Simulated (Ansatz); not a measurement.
Start from TiO2 in the rutile structure (space group P4_2/mnm, No. 136; a = 4.5916 Å, c = 2.9391 Å).

One thing is altered: every lattice vector is shortened by 1.32 %, atoms relaxed at fixed cell.

Levels (all Ansatz, a quantum-chemistry and plane-wave program, PAW, earlier PAW set): PBEsol (420 eV, no spin-orbit coupling); r2SCAN (500 eV, without spin-orbit coupling); HSE06 (420 eV, no spin-orbit coupling); PBEsol+SOC (420 eV, with spin-orbit coupling).

One geometry, relaxed with PBEsol, under each level:

The valence-band top lists the three highest levels at Γ (Kramers pairs under SOC), from the VBM.

| level | band gap | lowest conduction level above the VBM at special points | valence-band top at Γ | electron mass | pressure |
|---|---|---|---|---|---|
| PBEsol | 1.91 eV | Γ 1.91 eV; M 1.94 eV; R 1.97 eV; X 2.64 eV | 0.00, -0.47, -0.47 eV | 0.51 mₑ along c, 1.1 mₑ across (at Γ) | 10.19 GPa |
| r2SCAN | 2.30 eV | Γ 2.30 eV; M 2.33 eV; R 2.37 eV; X 3.03 eV | – | – | 12.86 GPa |
| HSE06 | … | … | – | – | – |
| PBEsol+SOC | 1.91 eV | Γ 1.91 eV; M 1.94 eV; R 1.96 eV; X 2.64 eV | 0.00, -0.46, -0.49 eV | 0.51 mₑ along c, 1.1 mₑ across (at Γ) | 10.19 GPa |

Problem. Give the withheld HSE06 results.

Solution. 
- HSE06, band gap: 3.47 eV
- HSE06, lowest conduction level above the VBM at special points: Γ 3.47 eV; M 3.49 eV; R 3.53 eV

Single points use the geometry relaxed with PBEsol. Their cutoffs differ, which shifts pressures a little. The spin-orbit shifts are approximate. The cells carry an imposed strain or load. Effective masses come from finite differences of ±0.01 Å⁻¹. Whether these cells are dynamically stable was not tested. The runs without spin-orbit coupling are not spin-polarised.
